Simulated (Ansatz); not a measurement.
A (14,14) carbon nanotube, stretched and compressed along its axis from its relaxed period of 2.466 Å, atoms relaxed at each length.

The numbers are results of PBE (plane waves to 420 eV, PAW; Ansatz, a program for electronic structure), not measurements. Mesh 1×1×30. No spin polarisation. Isolated but for its images some 11 Å away. An idealised model, rolled from the flat sheet. It keeps the symmetry and period of its start, so it need not be a minimum against all distortions. Buckling under compression is shut out by symmetry and the short period. Energies are free energies at a Fermi–Dirac width of 0.05 eV, from the unstrained cell.

```csv
strain (%),energy (meV a period),axial force (nN)
-3.0,+1476,-65.70
-1.5,+359,-31.51
0.0,0,0.00
+1.5,+341,+29.22
+3.0,+1332,+56.27
+6.0,+5057,+103.33
```

The slope of the force at zero strain is 2000 nN.
